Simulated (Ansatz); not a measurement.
Start from C in the graphite type structure (space group P6_3/mmc, No. 194; layered, stacked along the Cartesian z axis).

```
CELL_PARAMETERS angstrom
      2.45536     0.00000     0.00000
     -1.22768     2.12640     0.00000
      0.00000     0.00000     6.67065
ATOMIC_POSITIONS crystal
  C  0.00000 0.00000 0.25000
  C  0.00000 0.00000 0.75000
  C  0.33333 0.66667 0.25000
  C  0.66667 0.33333 0.75000
```

Calculations: Ansatz (a quantum-chemistry and plane-wave program), r2SCAN+rVV10, PAW, cutoff 500 eV, no spin-orbit coupling.

For the base:

```
Item        Value
--------  -------
Pressure  0.0 GPa
Band gap     zero
```

One thing is altered: an isotropic linear strain of +3.82 %, atoms relaxed at fixed cell.

How does this affect the pressure?

The pressure (mean of the normal stresses, compression positive) goes from zero to -26.7 GPa.

What does the calculation give for the energy relative to the base after the change?

The energy increases by 94 meV/atom.

Estimate the effect on the band gap.

The band gap is still zero.

A case with no gap was solved on a k-mesh chosen for an insulator, which is coarse for it. Stability against distortions was not tested.
